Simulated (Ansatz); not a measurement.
Reference: GaBO₃ (R-3c), PBEsol, rigid bands (plane waves, PAW, scalar-relativistic; Ansatz, a first-principles code); axes and stresses refer to this cell.

```xyz
10
Lattice="2.2923 1.3235 4.7264 -2.2923 1.3235 4.7264 0.0000 -2.6469 4.7264" Properties=species:S:1:pos:R:3 pbc="T T T"
Ga     0.0000     0.0000     7.0896
Ga     0.0000     0.0000     0.0000
B      0.0000     0.0000     3.5448
B      0.0000     0.0000    10.6344
O      0.9123     1.3235     8.2712
O     -0.9123    -1.3235     5.9080
O     -1.6023     0.1283     8.2712
O      1.6023    -0.1283     5.9080
O      0.6900    -1.4518     8.2712
O     -0.6900     1.4518     5.9080
```

The Seebeck coefficient, p-type 1e19 cm⁻³ is 589 μV/K. The hole conductivity mass is 2.3 mₑ and the electron mass along x is 0.44 mₑ.

**Question.** Change: spin-orbit coupling switched on. What happens to Seebeck coefficient, p-type 1e19 cm⁻³, hole conductivity mass, electron mass along x?

**Answer.** Seebeck coefficient, p-type 1e19 cm⁻³ moves little, to 590 μV/K; hole conductivity mass moves little, to 2.4 mₑ; electron mass along x moves little, to 0.44 mₑ.

Masses are for dilute carriers at 300 K, harmonic means over directions unless an axis is named. Seebeck coefficients are for the stated density at 300 K, with one relaxation time for all states and whether or not that doping can be reached. Spin-orbit coupling is left out unless a row names it. 

Formula and space group known from diffraction (Crystallography Open Database), not checked to be the room-temperature form: GaBO3 (R-3c).
